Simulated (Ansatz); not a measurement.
The starting structures come from a database of crystals and need not be the phases stable at ambient conditions.

By PBEsol, the system below comes out a metal.

The ballistic (Sharvin) conductance counts the channels at the Fermi level: G/A = (e²/h) × channels of both spins per area.

Input:

```xyz
9
Lattice="4.7838 0.0000 0.0000 0.0000 6.5528 0.0000 2.3919 0.0000 4.1429" Properties=species:S:1:pos:R:3 pbc="T T T"
Ta     2.3919     4.3685     0.0000
Ta     1.1959     0.0000     2.0714
Ta     3.5878     2.1843     2.0714
Si     3.5285     0.0000     3.4867
Si     1.1366     2.1843     0.6562
Si     4.7838     4.3685     1.3124
Si     3.6472     0.0000     0.6562
Si     6.0391     2.1843     3.4867
Si     2.3919     4.3685     2.8305
```

Space group of this cell: P6_422. The cell is taken as given; by PBEsol its mean pressure is -1.6 GPa.

The current flows along the normal of the first two printed cell vectors, the (100) plane of the conventional cell. No spin-orbit coupling; the value is a mean over 0.1 eV about the Fermi level.

Question: State the ballistic conductance per area according to PBEsol (Ansatz, a program for electronic structure).

Answer: 0.36 × 10¹⁵ S/m² for both spins.
